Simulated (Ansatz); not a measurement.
A computed series for TiC: pressure series

The reference is TiC in the rock salt structure (space group Fm-3m, No. 225).

```
TiC
1.0
    0.00000     2.16652     2.16652
    2.16652     0.00000     2.16652
    2.16652     2.16652     0.00000
Ti C
1 1
Cartesian
  0.00000   0.00000   0.00000
  2.16652   2.16652   2.16652
```

Cell and atoms are relaxed at each pressure.

Calculations: Ansatz (a program for electronic structure), PBE, PAW, cutoff 420 eV, scalar-relativistic without spin-orbit coupling.

Notes on the quantities. enthalpy: H = E + PV relative to the base's energy.

| case | enthalpy | density |
|---|---|---|
| base | – | 4.89 g/cm³ |
| pressure −2 GPa | -0.13 eV/atom | 4.85 g/cm³ |
| pressure −1 GPa | -0.06 eV/atom | 4.87 g/cm³ |
| pressure 0.9 GPa | +0.06 eV/atom | ? |
| pressure 2.1 GPa | +0.13 eV/atom | 4.93 g/cm³ |
| pressure 4.5 GPa | +0.28 eV/atom | 4.97 g/cm³ |
| pressure 9 GPa | +0.56 eV/atom | 5.06 g/cm³ |
| pressure 15 GPa | +0.93 eV/atom | ? |
| pressure 22.5 GPa | +1.37 eV/atom | 5.28 g/cm³ |
| pressure 30 GPa | +1.81 eV/atom | 5.39 g/cm³ |

### Question
Complete the table.

### Answer

- pressure 0.9 GPa, density: 4.91 g/cm³
- pressure 15 GPa, density: 5.16 g/cm³

Load acts through the strain it causes; cell and atoms are relaxed under it. Whether these cells are dynamically stable was not tested. No other phases were tried under pressure. The final runs are not spin-polarised.
